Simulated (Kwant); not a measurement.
Device: GaN/Al0.2Ga0.8N stack with 1 barrier. One parabolic valley. Leads of mass 0.2 mₑ with the band edge at 0; grid 0.1 nm; bias 0 V, dropping linearly over the stack.

```csv
layer,thickness (nm),band offset (eV),mass (mₑ)
1,4.6,0.35,0.22
```

Constants are typed, rounded textbook-type inputs, not results; the design itself was drawn at random and stands for no fabricated device.

Model: one-band effective-mass tight-binding model in one dimension, coherent, no space charge (Kwant).

**Question.** Work out the transmission below the barrier top from T = 1/(1 + ((ζ + 1/ζ)/2)² sinh²(κa)), ζ = (k/m_lead)/(κ/m_barrier).

**Answer.** E = 0.05474 eV: k = 0.5360 nm⁻¹, κ = 1.306 nm⁻¹, ζ = 0.4516, T = 1.37e-5. The simulation gives 1.38e-5; the estimate lies 1.2 % below. E = 0.1475 eV: k = 0.8798 nm⁻¹, κ = 1.081 nm⁻¹, ζ = 0.8950, T = 0.000189. The simulation gives 0.000190, the same within the digits that matter. E = 0.227 eV: k = 1.091 nm⁻¹, κ = 0.8429 nm⁻¹, ζ = 1.424, T = 0.00152. The simulation gives 0.00152, the same within the digits that matter. What differs comes from the grid.
